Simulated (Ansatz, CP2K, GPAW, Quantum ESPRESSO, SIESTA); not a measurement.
**Code comparison for a (001) slab of Pd (cut from a parent of space group no. 225; 4 atoms in the cell)**

Self-consistent single point.

```
Pd
1.0
    2.71483     0.00000     0.00000
   -2.71483     2.71483     0.00000
    0.00000     0.00000    21.87600
Pd
4
Direct
  0.00000   0.00000   0.45523
  0.00000   0.50000   0.36570
  0.00000   0.00000   0.63430
  0.00000   0.50000   0.54477
```

Shared settings, as Ansatz (a first-principles code) writes them: kpoints.mp_grid.grid = 11 11 1; scf.occupations.method = fermi_dirac; scf.occupations.width = 0.05 eV. Potentials and cutoffs stand in the table.

| code | model | largest force (eV/Å) | cutoff |
|---|---|---|---|
| SIESTA | LDA PW92, numerical atomic orbitals DZP, PseudoDojo LDA standard norm-conserving potentials (rewritten from UPF to PSML) | 0.231 | grid 350 Ry |
| CP2K | LDA (Pade form), GPW, DZVP-MOLOPT-SR-GTH basis, GTH-PADE potentials (GTH_POTENTIALS) | 0.521 | grid 500 Ry |
| GPAW | LDA (Perdew-Wang 92), GPAW PAW datasets LDA (gpaw-data 1.0.1) | 0.421 | 550 eV |
| Ansatz | LDA (PW92), PAW files made with PBE | 0.431 | 420 eV |
| Quantum ESPRESSO | LDA (PZ), GBRV 1.5 ultrasoft (LDA) pseudopotentials | 0.376 | 40 Ry |

Size of the force on each atom (eV/Å): Sizes of forces hide their directions.

```csv
code,Pd1,Pd2,Pd3,Pd4
SIESTA,0.034,0.231,0.231,0.034
CP2K,0.015,0.521,0.521,0.015
GPAW,0.140,0.421,0.421,0.140
Ansatz,0.141,0.431,0.431,0.141
Quantum ESPRESSO,0.139,0.376,0.376,0.139
```

On Ansatz's run: spin polarisation is off.

The spread over the programs that give each value: largest force within 0.290 eV/Å.

SIESTA and CP2K use small atom-centred bases, whose incompleteness enters pressures, forces and empty levels differently from a plane-wave cutoff. The same LDA comes in different parametrisations, which differ slightly. In the force vectors, SIESTA (by 0.190) and CP2K (by 0.125) lie more than 0.08 eV/Å from the median of the plane-wave programs.

The starting cell comes from a database of computed structures (which also holds hypothetical and non-ambient phases and stackings), without a prior relaxation at this level. The slab is cut from that crystal, and its faces are unrelaxed. Its lattice was rescaled in the plane by a random factor within 2.5 % of one.

Keys are those of Ansatz 0.2.
